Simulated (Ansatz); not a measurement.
We consider Co₃C (model structure, started from the D03 type, Fm-3m, No. 225, 4 atoms in the cell), described by PBEsol (plane waves, PAW; Ansatz, a first-principles code).

Run with plane-wave cutoff 520 eV, 18×18×18 k mesh, Fermi–Dirac smearing 0.05 eV, spin-polarised with parallel moments, scalar-relativistic PAW data made under PBE.

Cell (relaxed at this level):

```
CELL_PARAMETERS angstrom
      0.00000     2.62718     2.62718
      2.62718     0.00000     2.62718
      2.62718     2.62718     0.00000
ATOMIC_POSITIONS crystal
  C  0.00000 0.00000 0.00000
  Co 0.50000 0.50000 0.50000
  Co 0.25000 0.25000 0.25000
  Co 0.75000 0.75000 0.75000
```
Starting moments (μB, in the order of the record's atoms C Co Co Co): 0.0 3.0 3.0 3.0.

**Question.** What does this level give for the bulk modulus?

**Answer.** 
bulk modulus: 244 GPa

The run finds no gap.

Note: the magnetic order was assumed, not searched for or taken from measurement; the bulk modulus is −V dP/dV from two relaxed cells at ±2 % in volume; the relaxation could raise the start's symmetry but not lower it, so the cell can be a saddle point.

Static lattice: no zero-point or thermal effects.

Cost on a shared machine: about 6 core-minutes (a rough figure).

A model structure was made by putting elements into a prototype or built by hand; it is no filed structure, need not be a known phase, and can be a saddle point held by its symmetry.
